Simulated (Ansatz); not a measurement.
# TiSi2: pressure series

Start from TiSi$_{2}$ (space group Cmcm, No. 63; a = 3.5461 Å, b = 13.5634 Å, c = 3.5798 Å).

Cell and atoms are relaxed at each pressure.

Calculations: Kohn–Sham DFT with the PBE functional, run in Ansatz (a program for electronic structure) with PAW and 420 eV plane waves, scalar-relativistic without spin-orbit coupling.

```json
[
 {"pressure (GPa)": "-2", "volume per atom (Å³/atom)": "14.588"},
 {"pressure (GPa)": "-1", "volume per atom (Å³/atom)": "14.466"},
 {"pressure (GPa)": "0", "volume per atom (Å³/atom)": "14.349"},
 {"pressure (GPa)": "1.8", "volume per atom (Å³/atom)": "?"},
 {"pressure (GPa)": "4.2", "volume per atom (Å³/atom)": "13.907"},
 {"pressure (GPa)": "18", "volume per atom (Å³/atom)": "12.822"},
 {"pressure (GPa)": "30", "volume per atom (Å³/atom)": "12.145"},
 {"pressure (GPa)": "45", "volume per atom (Å³/atom)": "11.489"},
 {"pressure (GPa)": "60", "volume per atom (Å³/atom)": "10.966"}
]
```

Problem. Fit the third-order Birch–Murnaghan form P(V) = (3B₀/2)[(V₀/V)^(7/3) − (V₀/V)^(5/3)]·[1 + (3/4)(B₀′ − 4)((V₀/V)^(2/3) − 1)] (squares taken in P) to the rows shown and predict the withheld row.

Solution. Least squares on the printed values gives V₀ = 14.349 Å³/atom, B₀ = 127 GPa, B₀′ = 4.2; this predicts 14.152 Å³/atom, and the run gives 14.151 Å³/atom, in agreement.

Load acts through the strain it causes; cell and atoms are relaxed under it. No phonon test of stability was made. No other phases were tried under pressure. The final runs are not spin-polarised.
